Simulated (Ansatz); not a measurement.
An Ansatz (a first-principles code) run: InAs with a change (uniaxial strain ε_zz = +2.00 %); PBEsol (Ansatz, PAW, spin-orbit coupling left out).

Input:

Ansatz 0.2 input:
```yaml
crystal:
  lattice:
    - [0, 3.0436370457, 3.1045097866]
    - [3.0436370457, 0, 3.1045097866]
    - [3.0436370457, 3.0436370457, 0]
  atoms:
    - { symbol: In, position: [0, 0, 0] }
    - { symbol: As, position: [0.25, 0.25, 0.25] }
basis: { ecutwfc: 420, ecutrho_ratio: 4, xc_grid: 2, fft_grid_basis: typed }
kpoints: { mp_grid: { grid: [9, 9, 9] } }
hamiltonian:
  xc: pbesol
  dispersion: none
  pseudopotentials: { kind: paw }
scf: { occupations: { method: fermi_dirac, width: 0.05 }, convergence: { dr2_threshold: 0.0000000002 } }
relax: { f_tol: 0.005, max_steps: 50 }
output: { forces: true, stress: true }
checkpoint: { write: state.ck, write_every: 1000 }
```

Output (explanatory and most iteration lines left out):

```
Relaxation: its limit of steps is 50 (relax.max_steps)
Pseudopotential: In, paw, valence charge 13
Pseudopotential: As, paw, valence charge 15
Crystal: 2 atoms, lattice volume = 57.519 Å³
Basis set: ecut = 420 eV, 1107 PW (Γ), exchange–correlation on 60×60×60 points (8 copies of the dense FFT grid, shifted against one another)
Bands: 18, of which v1, the nominal top of the filled ones, is band 14 counted from 1 (13 counted from 0)
Symmetry: 8 space group operations
Space group: I-4m2 (ITA 119), of the structure as read, at distance tolerance 3.9e-5 Å
k-points: 75 of 729 (time reversal used)
Functional: x = pbesol(κ = 0.804, μ = 0.12345679012345678), c = pbesol(β = 0.046)
SCF iter   1: F=—  HF=-10338.829206 eV  |F-HF|=—  |Δ(HF+E_count)|=         —  Δρ=4.43e-3  dr2=1.99e-2  ethr=1.77e-3  ⟨swp⟩=6.0  Hψ=6568  notcnv=0
SCF iter   2: F=—  HF=-10338.821728 eV  |F-HF|=—  |Δ(HF+E_count)|=   7.48e-3  Δρ=1.46e-3  dr2=1.11e-3  ethr=7.12e-5  ⟨swp⟩=2.0  Hψ=2542  notcnv=0
SCF 1 converged in 8 iterations: F = -10338.821607 eV  dr2 = 2.20e-11
relax step   1: F+E_penalty+E_count = -10338.82160671 eV  Δ(F+E_penalty+E_count) = +0.000e0 eV  max|allowed force component| = 1.188e-16 eV/Å  Δτ_max = 0.0000 Å  (8 SCF iters, accepted)
SCF converged after 8 iterations
Free energy (F): -10338.821607 eV
Internal energy: -10338.821167 eV  (E = F + TS)
E sigma→0 (E₀):  -10338.821387 eV
Entropy (-TS):   -0.000440 eV (-0.220 meV/atom)
Fermi energy:    7.262975 eV
--- Forces (eV/Å), atoms counted from 1 ---
  atom   1  In    -0.00000000    -0.00000000     0.00000000
  atom   2  As     0.00000000    -0.00000000     0.00000000
--- Stress (GPa, compression-positive) ---
       -0.822527       0.000000       0.000000
        0.000000      -0.822527      -0.000000
        0.000000      -0.000000      -1.533633
  P = ⅓ Tr σ = -1.0596 GPa (-10.596 kbar)
--- Relaxed structure (1 steps of the walk, 1 accepted, 0 SCFs on fresh bases) ---
  atoms:
    - { symbol: In, position: [0.0, 0.0, 0.0] }
    - { symbol: As, position: [0.25, 0.25, 0.24999999999999994] }
```

The mesh was chosen for an insulator and is coarse for the gapless case. No phonon test of stability was made. All final runs are without spin polarisation. The cell was made from InAs in the zinc blende structure (space group F-43m, No. 216) by this change: uniaxial strain ε_zz = +2.00 %.
